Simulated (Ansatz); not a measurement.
The parent structure is InHO₂ (space group Pnnm, No. 58; a cell from a computed database, its experimental status unchecked).

```
InHO2
1.0
    4.52130     0.00000     0.00000
    0.00000     5.28244     0.00000
    0.00000     0.00000     3.28735
In H O
2 2 4
Cartesian
  2.26065   2.64122   1.64367
  0.00000   0.00000   0.00000
  2.26065   0.00000   1.64367
  0.00000   2.64122   0.00000
  1.26142   4.59018   1.64367
  3.25988   0.69226   1.64367
  3.52207   3.33348   0.00000
  0.99923   1.94896   0.00000
```

All numbers come from PBEsol (Ansatz, a quantum-chemistry and plane-wave program; PAW; 420 eV plane waves; without spin-orbit coupling).

Before the change:

```
Quantity                              Result
---------------------  ---------------------
Volume per atom                      9.81 Å³
Valence-band top at Γ  0.00, -0.07, -0.21 eV
Band gap                             1.98 eV
```

The change: a hydrostatic pressure of 7.5 GPa.

Task: What happens to the electron mass?

Result: The electron mass comes out as 0.24 mₑ along a, 0.24 mₑ along b, 0.26 mₑ along c (at Γ).

Task: How does this affect the volume per atom?

Result: The volume per atom decreases by 0.395 Å³ to 9.42 Å³.

Task: What does the calculation give for the valence-band top at Γ after the change?

Result: The valence-band top at Γ (three highest levels, from the VBM) goes from 0.00, -0.07, -0.21 eV to 0.00, -0.09, -0.18 eV.

Task: What does the calculation give for the band gap after the change?

Result: The band gap grows by 0.28 eV (1.98 eV → 2.26 eV).

Load acts through the strain it causes; cell and atoms are relaxed under it. Effective masses come from finite differences of ±0.01 Å⁻¹. Stability against distortions was not tested. No other phases were tried under pressure.
